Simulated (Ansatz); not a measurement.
We consider SiC3 (model structure, P-4m2, No. 115, 4 atoms in the cell), described by PBEsol in Ansatz (plane waves, PAW).

The input as run:

Ansatz 0.2 input:
```yaml
crystal:
  lattice:
    - [2.7830182752, 0.0, 0.0]
    - [0.0, 2.7830182752, 0.0]
    - [0.0, 0.0, 4.096935977]
  atoms:
    - { symbol: C, position: [0.0, 0.0, 0.0] }
    - { symbol: C, position: [0.0, 0.5, 0.7894025322] }
    - { symbol: Si, position: [0.5, 0.5, 0.5] }
    - { symbol: C, position: [0.5, 0.0, 0.2105974678] }
basis:
  ecutwfc: 520
  ecutrho_ratio: 4
  xc_grid: 2
kpoints:
  mp_grid: { grid: [12, 12, 8] }
  band_path:
    path:
      - [0.0, 0.0, 0.0]
      - [0.0, 0.045455, 0.0]
      - [0.0, 0.090909, 0.0]
      - [0.0, 0.136364, 0.0]
      - [0.0, 0.181818, 0.0]
      - [0.0, 0.227273, 0.0]
      - [0.0, 0.272727, 0.0]
      - [0.0, 0.318182, 0.0]
      - [0.0, 0.363636, 0.0]
      - [0.0, 0.409091, 0.0]
      - [0.0, 0.454545, 0.0]
      - [0.0, 0.5, 0.0]
      - [0.045455, 0.5, 0.0]
      - [0.090909, 0.5, 0.0]
      - [0.136364, 0.5, 0.0]
      - [0.181818, 0.5, 0.0]
      - [0.227273, 0.5, 0.0]
      - [0.272727, 0.5, 0.0]
      - [0.318182, 0.5, 0.0]
      - [0.363636, 0.5, 0.0]
      - [0.409091, 0.5, 0.0]
      - [0.454545, 0.5, 0.0]
      - [0.5, 0.5, 0.0]
      - [0.46875, 0.46875, 0.0]
      - [0.4375, 0.4375, 0.0]
      - [0.40625, 0.40625, 0.0]
      - [0.375, 0.375, 0.0]
      - [0.34375, 0.34375, 0.0]
      - [0.3125, 0.3125, 0.0]
      - [0.28125, 0.28125, 0.0]
      - [0.25, 0.25, 0.0]
      - [0.21875, 0.21875, 0.0]
      - [0.1875, 0.1875, 0.0]
      - [0.15625, 0.15625, 0.0]
      - [0.125, 0.125, 0.0]
      - [0.09375, 0.09375, 0.0]
      - [0.0625, 0.0625, 0.0]
      - [0.03125, 0.03125, 0.0]
      - [0.0, 0.0, 0.071429]
      - [0.0, 0.0, 0.142857]
      - [0.0, 0.0, 0.214286]
      - [0.0, 0.0, 0.285714]
      - [0.0, 0.0, 0.357143]
      - [0.0, 0.0, 0.428571]
      - [0.0, 0.0, 0.5]
      - [0.0, 0.045455, 0.5]
      - [0.0, 0.090909, 0.5]
      - [0.0, 0.136364, 0.5]
      - [0.0, 0.181818, 0.5]
      - [0.0, 0.227273, 0.5]
      - [0.0, 0.272727, 0.5]
      - [0.0, 0.318182, 0.5]
      - [0.0, 0.363636, 0.5]
      - [0.0, 0.409091, 0.5]
      - [0.0, 0.454545, 0.5]
      - [0.0, 0.5, 0.5]
      - [0.045455, 0.5, 0.5]
      - [0.090909, 0.5, 0.5]
      - [0.136364, 0.5, 0.5]
      - [0.181818, 0.5, 0.5]
      - [0.227273, 0.5, 0.5]
      - [0.272727, 0.5, 0.5]
      - [0.318182, 0.5, 0.5]
      - [0.363636, 0.5, 0.5]
      - [0.409091, 0.5, 0.5]
      - [0.454545, 0.5, 0.5]
      - [0.5, 0.5, 0.5]
      - [0.46875, 0.46875, 0.5]
      - [0.4375, 0.4375, 0.5]
      - [0.40625, 0.40625, 0.5]
      - [0.375, 0.375, 0.5]
      - [0.34375, 0.34375, 0.5]
      - [0.3125, 0.3125, 0.5]
      - [0.28125, 0.28125, 0.5]
      - [0.25, 0.25, 0.5]
      - [0.21875, 0.21875, 0.5]
      - [0.1875, 0.1875, 0.5]
      - [0.15625, 0.15625, 0.5]
      - [0.125, 0.125, 0.5]
      - [0.09375, 0.09375, 0.5]
      - [0.0625, 0.0625, 0.5]
      - [0.03125, 0.03125, 0.5]
      - [0.0, 0.5, 0.071429]
      - [0.0, 0.5, 0.142857]
      - [0.0, 0.5, 0.214286]
      - [0.0, 0.5, 0.285714]
      - [0.0, 0.5, 0.357143]
      - [0.0, 0.5, 0.428571]
      - [0.5, 0.5, 0.071429]
      - [0.5, 0.5, 0.142857]
      - [0.5, 0.5, 0.214286]
      - [0.5, 0.5, 0.285714]
      - [0.5, 0.5, 0.357143]
      - [0.5, 0.5, 0.428571]
    npoints: 1
hamiltonian:
  xc: pbesol
  dispersion: none
  pseudopotentials: { kind: paw }
scf:
  occupations: { method: fermi_dirac, width: 0.01 }
  convergence: { dr2_threshold: 0.0000000004 }
output:
  forces: true
  stress: true
  eigenvalues: true
  write_bands: true
```

Excerpt of the program's output:

```
Crystal: 4 atoms, lattice volume = 31.732 Å³
Basis set: ecut = 520 eV, 855 PW (Γ), exchange–correlation on 48×48×64 points (8 copies of the dense FFT grid, shifted against one another)
Bands: 12, of which v1, the nominal top of the filled ones, is band 8 counted from 1 (7 counted from 0)
Symmetry: 8 space group operations
Space group: P-4m2 (ITA 115), of the structure as read, at distance tolerance 3.2e-5 Å
k-points: 140 of 1152 (time reversal used)
Functional: x = pbesol(κ = 0.804, μ = 0.12345679012345678), c = pbesol(β = 0.046)
SCF iter   1: F=—  HF=-1359.878414 eV  |F-HF|=—  |Δ(HF+E_count)|=         —  Δρ=7.87e-3  dr2=1.70e-2
SCF iter   2: F=—  HF=-1359.873120 eV  |F-HF|=—  |Δ(HF+E_count)|=   5.29e-3  Δρ=2.50e-3  dr2=1.27e-3
  ...
SCF iter   7: F=—  HF=-1359.872751 eV  |F-HF|=—  |Δ(HF+E_count)|=   9.12e-7  Δρ=2.53e-6  dr2=2.49e-9
SCF iter   8: F=-1359.872751 eV  HF=-1359.872751 eV  |F-HF|=5.46e-12  |Δ(HF+E_count)|=  5.69e-10  Δρ=3.89e-7  dr2=1.93e-11
SCF 1 converged in 8 iterations: F = -1359.872751 eV  dr2 = 1.93e-11
SCF converged after 8 iterations
Free energy (F): -1359.872751 eV
Internal energy: -1359.872751 eV  (E = F + TS)
E sigma→0 (E₀):  -1359.872751 eV
Fermi energy:    12.321018 eV
--- Forces (eV/Å), atoms counted from 1 ---
  atom   1  C      0.00000000     0.00000000     0.00000000
  atom   2  C     -0.00000000     0.00000000     0.00047002
  atom   3  Si     0.00000000     0.00000000     0.00000000
  atom   4  C     -0.00000000     0.00000000    -0.00047002
--- Stress (GPa, compression-positive) ---
        0.001903       0.000000      -0.000000
        0.000000       0.001903       0.000000
       -0.000000       0.000000       0.004022
  P = ⅓ Tr σ = 0.0026 GPa (0.026 kbar)
```

The PAW data were made under PBE.

Note: the relaxation could raise the start's symmetry but not lower it, so the cell can be a saddle point.

A model structure was made by putting elements into a prototype or built by hand; it is no filed structure, need not be a known phase, and can be a saddle point held by its symmetry.

Ansatz is a first-principles code.
